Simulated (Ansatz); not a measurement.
An Ansatz (a program for electronic structure) input (PBEsol, PAW, 420 eV (Ansatz; no spin-orbit coupling)):

Ansatz 0.2 input:
```yaml
crystal:
  lattice:
    - [4.0803094171, 0, 0]
    - [0, 4.0803094171, 0]
    - [0, 0, 4.0803094171]
  atoms:
    - { symbol: Ba, position: [0, 0, 0] }
    - { symbol: Zr, position: [0.5, 0.5, 0.5] }
    - { symbol: O, position: [0.5, 0, 0.5] }
    - { symbol: O, position: [0, 0.5, 0.5] }
    - { symbol: O, position: [0.5, 0.5, 0] }
basis: { ecutwfc: 420, ecutrho_ratio: 4, xc_grid: 2, fft_grid_basis: typed }
kpoints: { mp_grid: { grid: [8, 8, 8] } }
hamiltonian:
  xc: pbesol
  dispersion: none
  pseudopotentials: { kind: paw }
scf: { occupations: { method: fermi_dirac, width: 0.05 }, convergence: { dr2_threshold: 0.0000000005 } }
relax: { f_tol: 0.005, max_steps: 50 }
output: { forces: true, stress: true }
checkpoint: { write: state.ck, write_every: 1000 }
```

**Question.** Which symmetry and how many k-points will the program report, and about how many plane waves at Γ?

**Answer.** Space group Pm-3m (ITA 221) with 48 operations, k-points 35 of 512, and 1357 plane waves at Γ.

**Question.** And the final pressure?

**Answer.** 13.95 GPa (compression positive).

The cells carry an imposed strain or load. Stability against distortions was not tested. The cell was made from BaZrO3 in the cubic perovskite structure (space group Pm-3m, No. 221) by this change: isotropic strain −2.40 %.
